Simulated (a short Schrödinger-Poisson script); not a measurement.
Structure: symmetric double-gate stack, SiO2 on p-type Si(111), at 400 K.

| layer | material | thickness (nm) | Na (cm⁻³) |
|---|---|---|---|
| 1 | SiO2 | 2.7 | - |
| 2 | Si | 6 | 7e17 |
| 3 | SiO2 | 2.7 | - |

Constants are typed, rounded textbook-type inputs, not results; the design itself was drawn at random and stands for no fabricated device. SiO2: permittivity 3.9, conduction-band edge (eV) 3.15, gap (eV) 9, electron mass (mₑ) 0.5. Si: permittivity 11.7, conduction-band edge (eV) 0, gap (eV) 1.124, Nv at 300 K (cm⁻³) 3.1e19.

Channel valleys (confinement mass, in-plane density-of-states mass, number): Δ6 0.258, 0.358, 6. At the gates, both at one voltage, the conduction-band edge of layer 1 lies 3.37 eV − eVg above the Fermi level of the channel. Gaps are held at their typed values at every temperature. Mesh 0.03 nm at interfaces.

Solved with a short Schrödinger-Poisson script written for these runs: 1D Poisson equation in equilibrium, electrons quantum, Hartree (BenDaniel-Duke, 12 states a valley, the channel's in-plane mass for all, wave functions ending at the dielectric), parabolic valleys, classical holes, full ionisation, no traps, pinning or gate leakage.

The same stack at other levels of the model or other numerical settings:

| run | sheet density of all electrons at Vg = 1.7 V (cm⁻²) | sheet density of all electrons at Vg = 0.5 V (cm⁻²) | capacitance of both gates at Vg = 1.7 V (μF/cm²) | gate voltage at 1e11 electrons/cm² (V) | rough cost against the base |
|---|---|---|---|---|---|
| base | 1.91e13 | 3.71e12 | 2.14 | 0.10 | about 1 |
| electrons treated as classical, Boltzmann | 2.21e13 | 4.53e12 | [?] | 0.07 | 0.07 |
| electrons treated as classical, Fermi-Dirac | [?] | 4.49e12 | [?] | 0.07 | 0.2 |
| mesh six times as coarse | 1.91e13 | 3.71e12 | 2.14 | 0.10 | 0.4 |
| one subband a valley | 1.89e13 | 3.69e12 | 2.12 | 0.10 | 0.5 |

Problem. Fill in the missing entries.

Solution. 
- electrons treated as classical, Boltzmann, capacitance of both gates at Vg = 1.7 V (μF/cm²): 2.44
- electrons treated as classical, Fermi-Dirac, sheet density of all electrons at Vg = 1.7 V (cm⁻²): 2.17e13
- electrons treated as classical, Fermi-Dirac, capacitance of both gates at Vg = 1.7 V (μF/cm²): 2.36

The classical rows ignore confinement, and Boltzmann statistics overrate the density once the band edge passes the Fermi level.
